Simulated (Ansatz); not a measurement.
Ru, pressure series

Base system: Ru in the hcp (Mg type) structure (space group P6_3/mmc, No. 194; a = 2.692 Å, c = 4.246 Å).

Cell and atoms are relaxed at each pressure.

All numbers come from plane-wave PAW DFT at the PBEsol level (Ansatz, a program for electronic structure, 420 eV), no SOC.

Notes on the quantities. enthalpy: H = E + PV relative to the base's energy.

```csv
change,enthalpy,lattice parameter a
base,–,2.692 Å
pressure −2 GPa,-0.17 eV/atom,2.697 Å
pressure −1 GPa,-0.08 eV/atom,2.695 Å
pressure 3 GPa,+0.25 eV/atom,2.684 Å
pressure 7 GPa,+0.58 eV/atom,2.674 Å
pressure 15 GPa,+1.22 eV/atom,2.655 Å
pressure 30 GPa,+2.40 eV/atom,2.625 Å
pressure 50 GPa,+3.92 eV/atom,…
pressure 75 GPa,+5.74 eV/atom,2.554 Å
pressure 100 GPa,+7.49 eV/atom,2.524 Å
```

Some entries are withheld; estimate them.


- pressure 50 GPa, lattice parameter a: 2.590 Å

Load acts through the strain it causes; cell and atoms are relaxed under it. Stability against distortions was not tested. Competing high-pressure phases were not computed. The final runs are not spin-polarised.
